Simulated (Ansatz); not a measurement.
SnGe₃ (I4/mmm, No. 139, 4 atoms in the cell; start mp-979254), treated with PBE in Ansatz (plane waves, PAW).

Numerical settings: plane-wave cutoff 520 eV, 18×18×18 k mesh, Fermi–Dirac smearing 0.05 eV, scalar-relativistic PAW data made under PBE.

Cell (relaxed at this level):

```cif
data_Ge6Sn2
_chemical_formula_sum 'Sn2 Ge6'
_space_group_name_H-M_alt 'I4/mmm'
_space_group_IT_number 139
_space_group_name_Hall '-I 4 2'
_cell_length_a 4.39706
_cell_length_b 4.39706
_cell_length_c 8.96658
_cell_angle_alpha 90.000
_cell_angle_beta 90.000
_cell_angle_gamma 90.000
loop_
_atom_site_label
_atom_site_type_symbol
_atom_site_symmetry_multiplicity
_atom_site_Wyckoff_symbol
_atom_site_fract_x
_atom_site_fract_y
_atom_site_fract_z
_atom_site_occupancy
Sn1 Sn 2 a 0.00000 0.00000 0.00000 1
Ge1 Ge 4 d 0.00000 0.50000 0.25000 1
Ge2 Ge 2 b 0.00000 0.00000 0.50000 1
```
(The calculation used a cell of 4 atoms; values per cell refer to that cell.)

Q: Give the computed bulk modulus.

A: 
- bulk modulus = 58.2 GPa

The run finds no gap.

Note: the bulk modulus is −V dP/dV from two relaxed cells at ±2 % in volume; the relaxation could not lower the start's symmetry, so the cell can be a saddle point above a distorted one.

Spin–orbit coupling is not included; it can open a gap where bands touch, and shift volumes and moduli.

Static lattice: no zero-point or thermal effects.

The result took very roughly 11 core-minutes.

A start named mp-… is a Materials Project structure, which need not be a measured phase.

Ansatz is a first-principles code.
